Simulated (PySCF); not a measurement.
PySCF 2.14.0, PBE0/def2-svp, df: Cs(Cl) ([Cl][Cs]), 2 atoms. The geometry is a generated start, not checked to be a minimum at this level.

```json
{
 "task": "energy",
 "method": "pbe0",
 "basis": "def2-svp",
 "two_electron_scheme": "density fitting",
 "mol.max_memory": "3000 MB",
 "mf.max_cycle": "100",
 "mf.conv_tol": "1e-09 (default)",
 "mf.grids.level": "3 (default)",
 "effective_core_potentials": "those of the basis set, past Kr",
 "basis_functions": "42",
 "grid_points": "42592"
}
```

```xyz
2

Cs    -0.8604    -0.8012    -0.8271
Cl     0.8604     0.8012     0.8271
```

With the defaults (mf.init_guess = minao, mf.diis = true, mf.level_shift = 0, mf.diis_space = 8, newton = off, mf.DIIS = CDIIS) it converges in 10 Fock builds. One run each on 2 threads, 1 BLAS thread, with these changes:
- mf.diis_space = 20
- newton = Hessian by the SCF's own integrals
- mf.init_guess = huckel
- mf.level_shift = 1 Hartree
- mf.init_guess = 1e
- mf.DIIS = EDIIS
- mf.diis = false
- mf.level_shift = 0.3 Hartree
- mf.init_guess = atom

Which runs fail or end elsewhere than the default run?

No convergence: mf.init_guess = 1e; mf.diis = false (the run ends without SCF convergence in 100 cycles). The rest reach the solution of the defaults.

```tsv
setting	Fock builds	end
the defaults	10	same solution
mf.diis_space = 20	10	same solution
mf.init_guess = huckel	10	same solution
mf.init_guess = atom	10	same solution
mf.level_shift = 0.3 Hartree	18	same solution
mf.level_shift = 1 Hartree	41	same solution
newton = Hessian by the SCF's own integrals	41	same solution
mf.DIIS = EDIIS	57	same solution
mf.init_guess = 1e	101	no convergence
mf.diis = false	101	no convergence
```

Under newton the count holds the products with the orbital Hessian.
